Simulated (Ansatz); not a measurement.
# CsGeI₃ (within 0.1 Å of R3m, No. 160, 5 atoms in the cell; start mp-28377)

Method: HSE06 in Ansatz (plane waves, PAW).

Run with plane-wave cutoff 460 eV, 4×4×4 k mesh, Fermi–Dirac smearing 0.01 eV, scalar-relativistic PAW data made under PBE.

Cell (relaxed with PBEsol):

```
CELL_PARAMETERS angstrom
      4.18998    -4.12997     0.06715
      4.18998     4.12997     0.06715
     -0.21770     0.00000     5.88094
ATOMIC_POSITIONS crystal
  Cs 0.90911 0.90911 0.59291
  Ge 0.38218 0.38218 0.12066
  I  0.41146 0.41146 0.59273
  I  0.90979 0.41146 0.09085
  I  0.41146 0.90979 0.09085
```

| Quantity | Value |
|---|---|
| band gap | 0.92 eV |
| direct gap at Γ | 5.58 eV |

Note: cell and atoms aren't relaxed at this level (largest force component 0.18 eV/Å, pressure 1.3 GPa).

Spin–orbit coupling is not included; with these elements it can move the gap by several tenths of an eV or more.

Cost on a shared machine: roughly 8 core-minutes.

A start named mp-… is a Materials Project structure, which need not be a measured phase.

Ansatz is a first-principles code.
